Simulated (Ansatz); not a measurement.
**InSb, alloy series**

The parent structure is InSb in the zinc blende structure (space group F-43m, No. 216; a = 6.557 Å).

The other end (x = 1) is NbIn in the zinc blende structure (space group F-43m, No. 216; a hypothetical phase, not in the database extracts checked): 31.06 Å³/atom, gap zero; this end may not be an ambient phase.

Nb replaces a fraction x of Sb; each row is one arrangement (x, atoms in the cell, starting space group or random), fully relaxed.

All numbers come from DFT with r2SCAN, PAW potentials and a 500 eV plane-wave cutoff in Ansatz (a first-principles code), scalar-relativistic without spin-orbit coupling, earlier PAW set.

Candidates:
(a) x(Nb) = 0.333, 6 atoms, I-4m2
(b) x(Nb) = 0.25, 8 atoms, Pmm2
(c) x(Nb) = 0.25, 8 atoms, R3m

Notes on the quantities. deviation of the volume from the linear: Vegard-type) interpolation.

Q: Order them by deviation of the volume from the linear, highest first.

A: (a) x(Nb) = 0.333, 6 atoms, I-4m2 (+3.8 %), (b) x(Nb) = 0.25, 8 atoms, Pmm2 (+3.3 %), (c) x(Nb) = 0.25, 8 atoms, R3m (+1.8 %)

Each cell is one ordered arrangement of few atoms, which overstates ordering effects compared with a random alloy. Spin-orbit coupling, missing from the scalar runs, can matter with Sb. Whether these cells are dynamically stable was not tested. All final runs are without spin polarisation. NbIn has a high density of states at the Fermi level and may be magnetic at this level. Gaps under 0.05 eV, about the width of the smearing, are given as zero. The zero or small gap of NbIn3Sb2, InSb and NbIn4Sb3 can change with the level of theory.
